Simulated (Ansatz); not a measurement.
**H2 on the (100) surface of germanium (p(2x2) alternately buckled dimers; a constructed slab, bottom: dihydride, held), one in a cell of 66 Å², started at the site 'hollow Ge-Ge-Ge-Ge over Ge at depth 3.2 Å'**

These are PBE with D3(BJ) dispersion (plane waves to 420 eV, PAW; Ansatz, an electronic-structure program) values and carry that method's errors.

Model: 42-atom slab, 11.3 Å thick at the start with caps and adatoms under the adsorbate (thin: gaps and levels are the slab's own), 3x3x1 mesh, Fermi-Dirac 0.01 eV, dipole correction, 24 atoms held, the rest relaxed; no symmetry held; no spin, no spin-orbit, no U. At the end no host atom lies within bonding distance. In D3-corrected PBE it is, or lies within 0.03 eV of, the lowest of the starts that converged.

```
Item                                                                                                                                                               Value
--------------------------------------------------------------------------------------  --------------------------------------------------------------------------------
adsorption energy against H2(g)                                                                                                                                -0.082 eV
change of the step from the bottom to the top vacuum level, against the clean slab                                                                              0.062 eV
energy released by relaxation                                                                                                                                    0.33 eV
height of the binding atom over the mean of the host atoms within 0.3 Å of the top one                                                                           2.331 Å
nearest host atoms of the binding atom                                                                                          Ge at 3.13 Å, Ge at 3.72 Å, Ge at 3.94 Å
largest move of a host atom                                                                                                                                       0.16 Å
caution                                                                                 the clean host was not checked against rearrangement in a larger or rattled cell
cost                                                                                                                              about 70 core-minutes (a rough figure)
```

A negative adsorption energy means that the adsorbate is more stable on the surface than in its reference.
